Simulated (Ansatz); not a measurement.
Effect of isotropic strain −4.41 % on Sr

Start from Sr in the fcc (Cu type) structure (space group Fm-3m, No. 225; a = 6.029 Å).

One thing is altered: every lattice vector is shortened by 4.41 %; the atoms relax in the strained cell.

Calculations: PBE/PAW in Ansatz (a program for electronic structure), no spin-orbit coupling, earlier PAW set. k-mesh 13×13×13 (Γ-centred); smearing 0.05 eV (Fermi–Dirac).

- Volume per atom = 47.85 Å³ (base 54.78 Å³)
- Space group = Fm-3m (No. 225) (base Fm-3m (No. 225))
- Shortest interatomic distance = 4.075 Å (base 4.263 Å)
- Energy relative to the base (free energy F) = +39 meV/atom
- Pressure = 2.0 GPa (base 0.0 GPa)
- Band gap = zero (base zero)

Final structure:

```
CELL_PARAMETERS angstrom
      0.00000     2.88152     2.88152
      2.88152     0.00000     2.88152
      2.88152     2.88152     0.00000
ATOMIC_POSITIONS crystal
  Sr 0.00000 0.00000 0.00000
```

Cost of the whole job for the changed cell (relaxation, final SCF and bands): very roughly 12 core-seconds.

Stability against distortions was not tested. Gaps under 0.05 eV, about the width of the smearing, are given as zero.
